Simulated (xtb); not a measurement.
xtb 6.7.1, GFN2-xTB: Si(F)(NiPr2)2(OH) (CC(C)N(C(C)C)[Si](O)(F)N(C(C)C)C(C)C), 46 atoms. The geometry is a generated start, not checked to be a minimum at this level.

```yaml
method: GFN2-xTB
"--acc": 1 (default)
"--etemp (K)": 300 (default)
detailed input (--input): "none: ANC optimiser, Lindh (1995) Hessian, microcycle=20, maxdispl=1.0, hlow=0.01 (default)"
basis_functions: 103
valence_electrons: 104
```

The structure is relaxed from this start with --opt LEVEL for the levels crude, sloppy, loose, lax, normal, tight, vtight, extreme, once each. Up to the end of the extreme run atoms move by at most 0.47 Å along an axis.

What is the loosest level that ends within 1 meV of the extreme run, and how many cycles does it take?

tight: 44 cycles against 94, ending 0.65 meV above.

```tsv
level	cycles	energy above the extreme run (meV)	gradient norm (eV/Å)
crude	1	15	0.14
sloppy	1	15	0.14
loose	1	15	0.14
lax	4	13	0.11
normal	22	2.3	0.012
tight	44	0.65	0.0052
vtight	94	under 0.01	0.0021
extreme	94	—	0.0021
```
